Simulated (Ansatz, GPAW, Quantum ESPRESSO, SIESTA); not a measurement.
# MnAgO₂ (P1, 4 atoms in the cell) computed with different codes at matched settings

Self-consistent single point, at a second geometry (atoms moved at random). First geometry:

```
CELL_PARAMETERS angstrom
      2.78319    -1.45639     0.00000
      2.78319     1.45639     0.00000
     -1.31685     0.00000     6.23195
ATOMIC_POSITIONS crystal
  Mn 0.50000 0.50000 0.50000
  Ag 0.00000 0.00000 0.00000
  O  0.10099 0.10099 0.33562
  O  0.89901 0.89901 0.66438
```
Moments meant for the start (each program seeds them in its own way; μB, in the order of the atoms Mn Ag O O): 4.0 0.0 0.0 0.0.

Second geometry:
```yaml
crystal:
  lattice:
    - [2.78319, -1.45639, 0.00000]
    - [2.78319, 1.45639, 0.00000]
    - [-1.31685, 0.00000, 6.23195]
  atoms:
    - { symbol: Mn, position: [0.49225, 0.50250, 0.50548], spin: 4.0 }
    - { symbol: Ag, position: [0.98580, 0.02290, 0.99726] }
    - { symbol: O, position: [0.11209, 0.08415, 0.33527] }
    - { symbol: O, position: [0.90985, 0.89045, 0.66198] }
```
(The spins are starting values, not results.)

Shared settings, as Ansatz (an electronic-structure program) writes them: kpoints.mp_grid.grid = 7 7 3; scf.occupations.method = fermi_dirac; scf.occupations.width = 0.05 eV. Potentials and cutoffs stand in the table.

```tsv
code	model	ΔF from the first geometry (meV/atom)	pressure (GPa)	largest force (eV/Å)	size of the net moment (μB/atom)	cutoff
Quantum ESPRESSO	PBEsol, GBRV 1.5 ultrasoft (PBESOL) pseudopotentials	12.5	-3.55	1.300	0.99	50 Ry
Ansatz	PBEsol, PAW files made with PBE	12.4	-4.13	1.287	0.99	default
GPAW	PBEsol, GPAW PAW datasets PBEsol (made by gpaw-setup)	13.9	–	1.344	0.99	950 eV
SIESTA	GGA PBEsol, numerical atomic orbitals DZP, PseudoDojo PBEsol standard norm-conserving potentials (rewritten from UPF to PSML)	14.0	-2.68	1.372	0.99	grid 300 Ry
```

Size of the force on each atom (eV/Å): Sizes of forces hide their directions.

```tsv
code	Mn1	Ag2	O3	O4
Quantum ESPRESSO	1.300	0.347	0.537	0.647
Ansatz	1.287	0.345	0.531	0.642
GPAW	1.344	0.350	0.471	0.798
SIESTA	1.372	0.351	0.544	0.772
```

A dash marks a value that a program does not give, or that is left out as unsure.

On Ansatz's run: with one magnetic atom in the cell only a parallel order is possible.

The spread over the programs that give each value: ΔF from the first geometry within 1.6 meV/atom; pressure within 1.45 GPa; largest force within 0.085 eV/Å; size of the net moment within 0.00 μB/atom.

SIESTA uses small atom-centred bases, whose incompleteness enters pressures, forces and empty levels differently from a plane-wave cutoff. Ansatz's pressure is given at a fixed set of plane waves, as the other plane-wave codes print theirs; with its correction for the finite basis it is -3.68 GPa (the shift of 0.44 GPa shows how far the cutoff is from converged). The pressure of GPAW is left out: its cutoff lies under the one at which its stress was checked. In the pressure, SIESTA (by 1.16) lies more than 1 GPa from the median of the plane-wave programs. In the force vectors, GPAW (by 0.180) and SIESTA (by 0.208) lie more than 0.08 eV/Å from the median of the plane-wave programs.

The starting cell comes from a database of computed structures (which also holds hypothetical and non-ambient phases and stackings), without a prior relaxation at this level. Its lattice was rescaled by a random factor within 2.5 % of one. For this run, on top of that: atoms moved at random.

Keys are those of Ansatz 0.2.
